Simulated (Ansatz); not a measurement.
A computed series for PbBrF: response to strain

The reference is PbBrF in the PbFCl type structure (space group P4/nmm, No. 129; a = 4.1175 Å, c = 7.3967 Å; a model cell). Axes: x, y, z lie along a, b, c of the conventional cell.

Strains are applied to the cell and any free atomic positions relax; under biaxial strain the out-of-plane vector relaxes too.

All numbers come from Ansatz (an electronic-structure program) PBEsol-D3(BJ), without spin-orbit coupling.

```json
[
 {"biaxial strain, plane normal [001], relaxed out of plane (%)": "0", "out-of-plane strain (%)": "0.00"},
 {"biaxial strain, plane normal [001], relaxed out of plane (%)": "0.75", "out-of-plane strain (%)": "-1.04"},
 {"biaxial strain, plane normal [001], relaxed out of plane (%)": "0.84", "out-of-plane strain (%)": "-1.17"},
 {"biaxial strain, plane normal [001], relaxed out of plane (%)": "1.16", "out-of-plane strain (%)": "?"},
 {"biaxial strain, plane normal [001], relaxed out of plane (%)": "1.89", "out-of-plane strain (%)": "-2.57"}
]
```

Question: Fit ε⊥ = −νε + γε² (strains in %) to the rows shown and predict the withheld row.

Answer: Least squares on the printed values gives ν = 1.41 (the biaxial Poisson response) and γ = 0.028 (largest residual 0.00 %); this predicts -1.60 %, and the run gives -1.60 %, in agreement.

No phonon test of stability was made.
